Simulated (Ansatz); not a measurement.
WC under load (space group P-6m2): band-structure transport figures

Data:

```
CELL_PARAMETERS angstrom
      2.89557     0.00000     0.00000
     -1.44779     2.50764     0.00000
      0.00000     0.00000     2.82910
ATOMIC_POSITIONS crystal
  W  0.00000 0.00000 0.00000
  C  0.66667 0.33333 0.50000
```

All values below come from PBEsol, rigid bands (plane waves, PAW, scalar-relativistic; Ansatz, a quantum-chemistry and plane-wave program). Condition of this run: biaxial stress xx = yy = 1 GPa (compression positive) (the target of the relaxation). How the cell was made: cell and atoms relaxed with PBEsol, then loaded as said.

| Item | Value |
|---|---|
| density of states at the Fermi level | 0.299 states/(eV·cell), both spins |
| bare Sommerfeld coefficient | 0.35 mJ/(mol of atoms·K²) |
| Drude plasma energy | 3.3 (x), 3.3 (y), 3.3 (z) eV |
| root-mean-square Fermi velocity | 5.4e5 m/s |
| resistivity times τ | 44 (x), 44 (y), 46 (z) ×10⁻²² Ω·m·s |

A metal at this level (no band gap); rigid bands, thermally averaged at 300 K, both spins. Spin-orbit coupling is left out, which matters with elements this heavy. τ is one relaxation time for all states.
